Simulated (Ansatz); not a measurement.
```xyz
1
Lattice="0.0000 1.7895 1.7725 1.7895 0.0000 1.7725 1.7895 1.7895 0.0000" Properties=species:S:1:pos:R:3 pbc="T T T"
Cu     0.0000     0.0000     0.0000
```

No spin polarisation.

Calculations: Ansatz (a program for electronic structure) r2SCAN, no spin-orbit coupling, earlier PAW set. Γ-centred 32×32×32 mesh, Fermi–Dirac width 0.1 eV.

Question: What pressure (mean of the normal stresses, compression positive) does the calculation give?

Answer: 1.6 GPa.

Question: Estimate the band gap.

Answer: Zero.

The cells carry an imposed strain or load. Whether these cells are dynamically stable was not tested. The final runs are not spin-polarised. The cell was made from Cu in the fcc (Cu type) structure (space group Fm-3m, No. 225) by this change: uniaxial strain ε_zz = −0.95 %.
